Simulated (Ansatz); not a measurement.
Start from TeO2 in the fluorite structure (space group Fm-3m, No. 225; a = 5.323 Å; a hypothetical phase, not in the database extracts checked).

It is then changed as follows: cell and atoms relaxed at a pressure of 9 GPa.

Levels (all Ansatz, a program for electronic structure, PAW, earlier PAW set): PBEsol (420 eV, no SOC); r2SCAN (500 eV, no spin-orbit coupling); HSE06 (420 eV, no spin-orbit coupling); PBEsol+SOC (420 eV, with spin-orbit coupling); HSE06+SOC (420 eV, noncollinear with spin-orbit coupling).

At the geometry relaxed with PBEsol, these levels gave the following band gaps, in shuffled order: (a) 0.97 eV, (b) 0.64 eV, (c) 1.59 eV, (d) 1.53 eV, (e) 0.69 eV.

Task: Match each gap to its level.

Result: (a) r2SCAN; (b) PBEsol+SOC; (c) HSE06; (d) HSE06+SOC; (e) PBEsol.

Single points use the geometry relaxed with PBEsol. HSE06 was sampled on its mesh, a few special points and the semilocal edge points, so its gap is an upper bound. Differences between runs with and without spin-orbit coupling are approximate. With Te present, leaving out spin-orbit coupling can change the band edges. Load acts through the strain it causes; cell and atoms are relaxed under it. Stability against distortions was not tested. Competing high-pressure phases were not computed.
